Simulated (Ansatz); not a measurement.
# Response to strain in W

The parent structure is W in the bcc (W type) structure (space group Im-3m, No. 229; relaxed with 0.1 eV smearing).

```xyz
1
Lattice="-1.5844 1.5844 1.5844 1.5844 -1.5844 1.5844 1.5844 1.5844 -1.5844" Properties=species:S:1:pos:R:3 pbc="T T T"
W      0.0000     0.0000     0.0000
```

Cartesian axes are those of the cell as printed.

Strains are applied to the cell and any free atomic positions relax; under biaxial strain the out-of-plane vector relaxes too.

Method: r2SCAN (Ansatz, a first-principles code), no SOC.

Notes on the quantities. pressure: mean of the normal stresses, compression positive; energy relative to the base: free energy F.

```json
[
 {"variant": "base", "pressure": "0.0 GPa", "energy relative to the base": "0 meV/atom", "volume per atom": "15.91 Å³"},
 {"variant": "biaxial strain −4.64 %, plane normal [001], relaxed out of plane", "pressure": "20.2 GPa", "energy relative to the base": "+137 meV/atom", "volume per atom": "15.09 Å³"},
 {"variant": "biaxial strain −3.42 %, plane normal [001], relaxed out of plane", "pressure": "14.8 GPa", "energy relative to the base": "+74 meV/atom", "volume per atom": "15.27 Å³"},
 {"variant": "biaxial strain +0.94 %, plane normal [001], relaxed out of plane", "pressure": "-3.7 GPa", "energy relative to the base": "+5.2 meV/atom", "volume per atom": "16.10 Å³"},
 {"variant": "biaxial strain +4.55 %, plane normal [001], relaxed out of plane", "pressure": "___", "energy relative to the base": "+113 meV/atom", "volume per atom": "16.86 Å³"},
 {"variant": "isotropic strain −5.83 %", "pressure": "82.7 GPa", "energy relative to the base": "+0.583 eV/atom", "volume per atom": "13.29 Å³"},
 {"variant": "uniaxial strain ε_yy = +2.84 %", "pressure": "-8.3 GPa", "energy relative to the base": "+21 meV/atom", "volume per atom": "16.36 Å³"},
 {"variant": "uniaxial strain ε_zz = +5.02 %", "pressure": "-13.8 GPa", "energy relative to the base": "___", "volume per atom": "16.71 Å³"},
 {"variant": "uniaxial strain ε_zz = +5.38 %", "pressure": "-14.6 GPa", "energy relative to the base": "+70 meV/atom", "volume per atom": "16.77 Å³"},
 {"variant": "tensor shear ε_xz = +2.32 %", "pressure": "0.5 GPa", "energy relative to the base": "+16 meV/atom", "volume per atom": "15.90 Å³"}
]
```

What belongs in the blanks?


- biaxial strain +4.55 %, plane normal [001], relaxed out of plane, pressure: -15.6 GPa
- uniaxial strain ε_zz = +5.02 %, energy relative to the base: +61 meV/atom

No phonon test of stability was made. All final runs are without spin polarisation.
